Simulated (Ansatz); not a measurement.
The parent structure is BaZrO₃ in the cubic perovskite structure (space group Pm-3m, No. 221; a = 4.227 Å).

Method: PBE, PAW, 420 eV (Ansatz, a program for electronic structure; no SOC).

Before the change:

The pressure comes out as 0.1 kbar and the electron mass is 0.36, 0.36, 2.8 mₑ (at Γ). The gap character is indirect, R → Γ.

Modification: the cell is scaled by 0.9880 in all directions; the atoms relax in the strained cell.

**Question.** Predict the new pressure, hole mass, electron mass and gap character.

**Answer.** The pressure increases by 58.7 kbar to 58.8 kbar; the hole mass (degenerate bands, along [100]) comes out as 0.57, 0.57, 1.3 mₑ (at R); the electron mass (degenerate bands, along [100]) goes from 0.36, 0.36, 2.8 mₑ (at Γ) to 0.35, 0.35, 2.7 mₑ (at Γ); the gap character remains indirect, R → Γ.

Masses are band curvatures over ±0.01 Å⁻¹ around the edge. Semilocal Kohn–Sham gaps tend to fall short of experiment. No phonon test of stability was made.
